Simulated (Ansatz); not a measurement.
MgO (Fm-3m), HSE06, rigid bands in Ansatz (an electronic-structure program): N_v = 2.76e20 cm⁻³ at 300 K and a hole conductivity mass of 2.14 mₑ.

### Question
For 1e16 holes per cm³ at 300 K, place the Fermi level, estimate the Seebeck coefficient of a parabolic band with constant τ, and give mobility and conductivity for τ = 50 fs.

### Answer
The level lies k_BT ln(N_v/p) = 0.264 eV above the valence-band maximum. S ≈ +(k_B/e)[ln(N_v/p) + 5/2] = 1097 μV/K, against 1093 μV/K from the full bands (mean over directions). μ = eτ/m = 41.1 cm²/(V·s) and σ = peμ = 0.0658 S/cm. τ is assumed, not computed.

Band transport and this doping are assumed; polarons and phonon drag are left out. Spin-orbit coupling is left out. Geometry: cell and atoms relaxed with PBEsol.
